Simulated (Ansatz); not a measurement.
Base system: ZrN in the rock salt structure (space group Fm-3m, No. 225; a = 4.552 Å). Axes: x, y, z lie along the cube axes.

Method: PBEsol (Ansatz, a program for electronic structure; PAW; 420 eV plane waves; no spin-orbit coupling).

Before the change:

```
Item                             Value
-----------------------------  -------
Shortest interatomic distance  2.276 Å
```

Modification: biaxial strain −1.36 %, plane normal [111], relaxed out of plane (Cartesian); in-plane vectors clamped, the third vector and the atoms free.

**Question.** How does this affect the shortest interatomic distance?

**Answer.** The shortest interatomic distance shrinks by 0.0116 Å, from 2.276 Å to 2.265 Å.

**Question.** What does the calculation give for the energy relative to the base after the change?

**Answer.** The energy increases by 6.5 meV/atom.

Without a gap, meshes like the base's 18×18×18 leave anisotropic stresses uncertain by several tenths of a GPa, and small strain energies with them. No phonon test of stability was made. All final runs are without spin polarisation. An odd electron count without spin: ZrN.
